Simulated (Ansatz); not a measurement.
An Ansatz (an electronic-structure program) input (Kohn–Sham DFT with the PBEsol functional, run in Ansatz with PAW and 420 eV plane waves, no SOC):

Ansatz 0.2 input:
```yaml
crystal:
  lattice:
    - [4.7842535718, 0, 0]
    - [0, 4.7842535718, 0]
    - [2.3921267859, -2.3921267859, 2.4653551569]
  atoms:
    - { symbol: Ba, position: [0, 0, 0] }
basis: { ecutwfc: 420, ecutrho_ratio: 4, xc_grid: 2, fft_grid_basis: typed }
kpoints: { mp_grid: { grid: [19, 19, 19] } }
hamiltonian:
  xc: pbesol
  dispersion: none
  pseudopotentials: { kind: paw }
scf: { occupations: { method: fermi_dirac, width: 0.1 } }
relax: { f_tol: 0.005, max_steps: 50, cell: { stress_tol: 0.01, fix: [a, b, gamma] } }
output: { forces: true, stress: true }
checkpoint: { write: state.ck, write_every: 1000 }
```

Q: Which symmetry and how many k-points will the program report, and about how many plane waves at Γ?

A: Space group I4/mmm (ITA 139) with 16 operations, k-points 550 of 6859, and 1081 plane waves at Γ.

The cells carry an imposed strain or load. Whether these cells are dynamically stable was not tested. The cell was made from Ba in the bcc (W type) structure (space group Im-3m, No. 229) by this change: biaxial strain −2.00 %, plane normal [001], relaxed out of plane.
